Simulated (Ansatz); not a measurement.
**How the band gap of InGaN2 (model structure, started from the LiGaO2 type, Pna2₁, No. 33, 16 atoms in the cell) moves with the method**

No measured value is used here.

```csv
level (code),value (eV)
LDA (Ansatz),0.66
PBEsol+SOC (Ansatz),0.62 (direct)
r²SCAN+SOC (Ansatz),1.00 (direct)
HSE06 (Ansatz),1.74
```

Computed values are for a static lattice. Levels without +SOC have no spin–orbit coupling; where heavier elements are present it shifts gaps, mostly down, and can invert bands.  PBEsol+SOC, r²SCAN+SOC: the gap is read on the k mesh or supercell of the run alone and can be too large. Values are at the PBEsol cell. Cutoffs and k meshes differ between the levels. Ansatz's density-functional and Hartree–Fock values are scalar-relativistic unless marked +SOC, with PAW data made under PBE.

A model structure was made by putting elements into a prototype or built by hand; it is no filed structure, need not be a known phase, and can be a saddle point held by its symmetry.

Ansatz is an electronic-structure program.
